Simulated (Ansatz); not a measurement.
# MgS: energy against strain

MgS (rock salt, Fm-3m, 17.607 Å³/atom at rest) under an equal strain ε in the (001) plane with the normal axis free, as in a coherent film. r2SCAN in Ansatz, a plane-wave DFT program (PAW, default set), 500 eV, 11×11×11 Γ-centred mesh, Fermi-Dirac smearing 0.05 eV; ions are relaxed within the symmetry of each cell.

Here s stands for strain and y for E less E0.

| strain (%) | E less E0 (meV/atom) |
|---|---|
| -3.00 | ? |
| -1.50 | 4.47 |
| -1.00 | 1.94 |
| -0.50 | 0.48 |
| 0.00 | 0.00 |
| 0.50 | 0.46 |
| 1.00 | 1.79 |
| 1.50 | 3.94 |

Question: Using a parabola, estimate the missing y at s = -3.00 from the other rows, showing the fit.

Answer: Least squares gives y = 0.000 - 0.1364·s + 1.8681·s². Residuals (row less fit): 0.062, -0.065, -0.055, 0.000, 0.061, 0.058, -0.059; standard error 0.074 (degrees of freedom: 4). Twice the quadratic coefficient over the volume, 2 × 1.8681 meV × 10⁴ × 0.1602 / 17.607 Å³, is twice the biaxial elastic modulus of this plane = 340 ± 6 GPa. At the withheld row, y = 0.000 - 0.1364 × (-3.0) + 1.8681 × (-3.0)² = 17.222 meV/atom. The calculation gives 19.00 meV/atom, 1.778 meV/atom above the prediction (9.4 % of the range of y in the table). The row lies outside the fitted rows, so this is an extrapolation. From the scatter of the fitted rows alone, a prediction at this place has a standard error of 0.281 meV/atom, so the miss is 6.3 times that.

One order more, fitted to all 13 runs of the series, follows each within 0.02, so the miss is the next term of a smooth law. Rows are the converged runs of the series near zero and its far end; series whose fitted rows scatter by over a few per cent of the range, as at a crossing or softening among them, aren't shown in this form. Most that stay on the fit to the last digits aren't either.
